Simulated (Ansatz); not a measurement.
Base system: Ge in the diamond structure (space group Fd-3m, No. 227; a = 5.676 Å). Axes: x, y, z lie along the cube axes.

Level of theory: PBEsol/PAW in Ansatz (a first-principles code), no SOC.

Base values:

* **Pressure**: 0.0 GPa
* **Shortest interatomic distance**: 2.458 Å
* **Band gap**: zero

One thing is altered: uniaxial strain ε_zz = +0.50 %, all other strain components held at zero; the atoms relax in the strained cell.

**Question.** Predict the new pressure.

**Answer.** The pressure (mean of the normal stresses, compression positive) goes from zero to -0.3 GPa.

**Question.** What does the calculation give for the shortest interatomic distance after the change?

**Answer.** The shortest interatomic distance increases by 0.004 Å to 2.462 Å.

**Question.** Predict the new energy relative to the base.

**Answer.** The energy hardly moves.

**Question.** What happens to the band gap?

**Answer.** The band gap stays zero.

Stability against distortions was not tested. A zero or small gap of Ge can be the functional's error rather than a property of the material.
